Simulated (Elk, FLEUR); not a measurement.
A FLEUR input for a self-consistent single point of Co (P6_3/mmc, 2 atoms in the cell) (DFT, PBE, all-electron FLAPW (FLEUR), scalar-relativistic valence):

Input of the input generator:

```
Co FLAPW
&input film=f /
4.5381468882 0.0000000382 0.0000000000
-2.2690734771 3.9301504722 0.0000000000
0.0000000000 0.0000000000 7.3820884942
1.0
1.0 1.0 1.0

2
27 0.3333333333 0.6666666667 0.2500000000 : 3.00
27 0.6666666667 0.3333333333 0.7500000000 : 3.00

&comp jspins=2 /
&kpt div1=12 div2=12 div3=7 gamma=t /
&end /
```

```xml
<?xml version="1.0" encoding="UTF-8" standalone="no"?>
<fleurInput fleurInputVersion="0.39">
   <comment>
      Co FLAPW                                                                                            
   </comment>
   <calculationSetup>
      <cutoffs Kmax="3.8" Gmax="15.2" GmaxXC="15.2" numbands="0"/>
      <scfLoop itmax="80" minDistance="0.00001" maxIterBroyd="15" imix="Anderson" alpha="0.05" precondParam="0.0" spinf="2.0"/>
      <coreElectrons ctail="T" frcor="F" kcrel="0" coretail_lmax="0"/>
      <xcFunctional name="pbe" relativisticCorrections="F"/>
      <magnetism jspins="2"/>
      <soc l_soc="F" theta="0.0" phi="0.0" spav="F"/>
      <expertModes spex="0" secvar="F"/>
      <geometryOptimization l_f="T" forcealpha="1.0" forcemix="BFGS" epsdisp="0.00001" epsforce="0.00001"/>
      <ldaU l_linMix="F" mixParam="0.05" spinf="1.0"/>
   </calculationSetup>
   <cell>
      <bzIntegration valenceElectrons="30.0" mode="gauss" fermiSmearingEnergy="0.00183747">
         <kPointListSelection listName="default-1"/>
         <!-- k-points included here -->
         <xi:include xmlns:xi="http://www.w3.org/2001/XInclude" href="kpts.xml"> </xi:include>
      </bzIntegration>
      <!-- symmetry operations included here -->
      <xi:include xmlns:xi="http://www.w3.org/2001/XInclude" href="sym.xml"> </xi:include>
      <bulkLattice scale="1.0">
         <bravaisMatrix>
            <row-1>    4.5381468882000000     0.0000000382000000     0.0000000000000000</row-1>
            <row-2>   -2.2690734771000001     3.9301504721999998     0.0000000000000000</row-2>
            <row-3>    0.0000000000000000     0.0000000000000000     7.3820884941999996</row-3>
         </bravaisMatrix>
      </bulkLattice>
   </cell>
   <atomSpecies>
      <species name="Cobalt (Co3.000" element="Co" atomicNumber="27">
         <mtSphere radius="2.16" gridPoints="745" logIncrement="0.016"/>
         <atomicCutoffs lmax="8" lnonsphr="6"/>
         <electronConfig flipSpins="F">
            <coreConfig>(1s1/2) (2s1/2) (2p1/2) (2p3/2) (3s1/2)</coreConfig>
            <valenceConfig>(3p1/2) (3p3/2) (4s1/2) (3d3/2) (3d5/2)</valenceConfig>
            <stateOccupation state="(3d3/2)" spinUp="2.0" spinDown="0.8"/>
            <stateOccupation state="(3d5/2)" spinUp="3.0" spinDown="1.2"/>
         </electronConfig>
         <energyParameters s="4" p="4" d="3" f="4"/>
         <lo type="SCLO" l="1" n="3" eDeriv="0"/>
      </species>
   </atomSpecies>
   <atomGroups>
      <atomGroup species="Cobalt (Co3.000">
         <relPos label="                   1">1.000/3.000 -1.000/3.000 1.000/4.000</relPos>
         <relPos label="                   2">-1.000/3.000 1.000/3.000 -1.000/4.000</relPos>
         <force calculate="T" relaxXYZ="TTT"/>
      </atomGroup>
   </atomGroups>
   <output dos="F" band="F" slice="F">
      <checks vchk="F" cdinf="F"/>
      <bandDOS minEnergy="-.5*Htr" maxEnergy="0.5*Htr" sigma="0.015" storeEVData="T"/>
      <vacuumDOS vacdos="F" integ="F" star="F" nstars="0" locx1="0.0" locy1="0.0" locx2="0.0" locy2="0.0" nstm="0" tworkf="0.0"/>
      <unfoldingBand unfoldBand="F" supercellX="1" supercellY="1" supercellZ="1"/>
      <plotting iplot="0" polar="F">
         <plot TwoD="T" vec1="  1.0  0.0  0.0" vec2="  0.0  1.0  0.0" vec3="  0.0  0.0  1.0" zero="  0.0  0.0  0.0" file="plot"/>
      </plotting>
      <chargeDensitySlicing numkpt="0" minEigenval="0.0" maxEigenval="0.0" nnne="0" pallst="F"/>
      <specialOutput eonly="F"/>
      <magneticCircularDichroism mcd="F" energyLo="-10.0" energyUp="0.0"/>
   </output>
  <!-- We include the file relax.xml here to enable relaxations (see documentation) -->
  <xi:include xmlns:xi="http://www.w3.org/2001/XInclude" href="relax.xml"> <xi:fallback/> </xi:include>
</fleurInput>
```

Q: Give the Elk input for the same structure, mesh, smearing and functional.

A: This is the input that was run; spellings and numerical settings could be chosen otherwise.

```
tasks
  0

xctype
  20

spinpol
  .true.

reducebf
  0.5

tforce
  .true.

rgkmax
  7.5

gmaxvr
  18.0

lmaxapw
  10

lmaxo
  8

nxlo
  2

lorbcnd
  .true.

lradstp
  2

nrmtscf
  2.0

rmtscf
  0.9

lmaxi
  4

nempty
  8

stype
  0

swidth
  0.00183747

scale
  1.889726125

avec
    2.4014839129    0.0000000202    0.0000000000
   -1.2007419740    2.0797460653    0.0000000000
    0.0000000000    0.0000000000    3.9064330000

atoms
  1   : nspecies
  'Co.in'   : spfname
  2   : natoms; atposl, bfcmt below
  0.3333333333  0.6666666667  0.2500000000    0.0 0.0 -0.75
  0.6666666667  0.3333333333  0.7500000000    0.0 0.0 -0.75

ngridk
  12 12 7
```

Basis, cutoffs, solver keys and any potentials are the target program's own. This input uses DFT, PBE, all-electron FP-LAPW, Elk's shipped species files, APW+lo basis with extra local orbitals. Both were run: size of the net moment 1.49 μB/atom in FLEUR and 0.00 in Elk.

On Elk: the starting cell comes from a database of computed structures (which also holds hypothetical and non-ambient phases and stackings), without a prior relaxation at this level. Its lattice was rescaled by a random factor within 2.5 % of one. For this run, on top of that: lattice scaled by 0.98. The starting moments vanished: the run ended non-magnetic, which need not be the lowest state. Values depend on the basis (sphere radii, cutoffs, local orbitals), which need not be converged.

On FLEUR: the starting cell comes from a database of computed structures (which also holds hypothetical and non-ambient phases and stackings), without a prior relaxation at this level. Its lattice was rescaled by a random factor within 2.5 % of one. For this run, on top of that: lattice scaled by 0.98. The magnetic order is the one reached from the typed start; others were not searched systematically. Values depend on the basis (sphere radii, cutoffs, local orbitals), which need not be converged.
